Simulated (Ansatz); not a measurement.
Worked example: zone-centre phonon calculation of ZrC (Fm-3m, 2 atoms in the cell) in Ansatz (a quantum-chemistry and plane-wave program).

Method: PBE (plane waves, PAW; Ansatz).

```
CELL_PARAMETERS angstrom
      0.00000     2.35643     2.35643
      2.35643     0.00000     2.35643
      2.35643     2.35643     0.00000
ATOMIC_POSITIONS crystal
  Zr 0.00000 0.00000 0.00000
  C  0.50000 0.50000 0.50000
```

Reference input (self-consistent single point, DFT, PBE, plane waves, default PAW files): kpoints.mp_grid.grid = 8 8 8; hamiltonian.xc = pbe; hamiltonian.pseudopotentials = {kind: paw} (the program's default PAW files); scf.occupations.method = cold; scf.occupations.width = 0.1 eV. This run's input differs from it in these lines:

```diff
@@ -15,6 +15,4 @@
   occupations: { method: cold, width: 0.1 eV }
-output:
-  forces: true
-  eigenvalues: true
-  stress: true
+phonons:
+  method: dfpt
```

Log, with long lists cut:

```
SCF iter   1: F=—  HF=-4436.493220 eV  |F-HF|=—  |Δ(HF+E_count)|=         —  Δρ=1.64e-3  dr2=7.65e-4  ethr=1.77e-3  ⟨swp⟩=5.0  Hψ=3541  notcnv=0
all-band conjugate gradients solve this SCF's bands
preconditioner: auto → none
SCF iter   2: F=—  HF=-4436.492866 eV  |F-HF|=—  |Δ(HF+E_count)|=   3.55e-4  S|Δr|=    0.00e0  Δρ=9.66e-4  dr2=2.87e-4  ethr=4.78e-6  ⟨swp⟩=2.6  Hψ=1560  notcnv=0
   [... lines left out ...]
SCF iter   6: F=—  HF=-4436.492829 eV  |F-HF|=—  |Δ(HF+E_count)|=   1.40e-7  S|Δr|=    0.00e0  Δρ=5.42e-6  dr2=4.76e-9  ethr=1.39e-10  ⟨swp⟩=2.6  Hψ=941  notcnv=0
SCF iter   7: F=—  HF=-4436.492829 eV  |F-HF|=—  |Δ(HF+E_count)|=   1.88e-9  S|Δr|=    0.00e0  Δρ=1.10e-6  dr2=1.68e-10  ethr=2.98e-11  ⟨swp⟩=2.1  Hψ=1136  notcnv=0
SCF iter   8: F=-4436.492829 eV  HF=-4436.492829 eV  |F-HF|=2.73e-12  |Δ(HF+E_count)|=  6.55e-11  S|Δr|=    0.00e0  Δρ=1.39e-7  dr2=2.87e-12  ethr=1.00e-12  ⟨swp⟩=4.0  Hψ=3209  notcnv=0
SCF 1 converged in 8 iterations: F = -4436.492829 eV  dr2 = 2.87e-12
DFPT response loops at Γ: preconditioner auto → Kerker (q_TF=auto, 2.513 Å⁻¹) (partly filled bands, converged f_vac=0.000) …
Stability not checked (fill_not_monotonic)
Free energy (F): -4436.492829 eV
Internal energy: -4436.492568 eV  (E = F + TS)
E sigma→0 (E₀):  -4436.492742 eV
Entropy (-TS):   -0.000260 eV (-0.130 meV/atom)
Fermi energy:    14.684897 eV
   [... lines left out ...]
  ASR residual: 1.561e-4 → 0.000e0 eV/Å²; symmetrization residual: 7.032e-8 eV/Å²
  ASR residual per site (eV/Å²): 1.56e-4 2.65e-5
  Γ frequencies (cm⁻¹): 0.00 0.00 0.00 436.58 436.58 436.58
  non-analytic LO–TO correction: not included (Born effective charges unavailable; polar crystals: no LO–TO splitting at Γ)
```

The run converged in 8 iterations. 

Summary of the result:
| Item | Result |
|---|---|
| Free energy E − TS (on the zero of these files) | -4436.4928 eV |
| Fermi level (on the code's own zero) | 14.68 eV |
| Zone-centre frequencies (cm⁻¹; negative means imaginary) | 0, 0, 0, 437, 437, 437 |

The starting cell comes from a database of computed structures (which also holds hypothetical and non-ambient phases and stackings), without a prior relaxation at this level.

Keys are those of Ansatz 0.2.
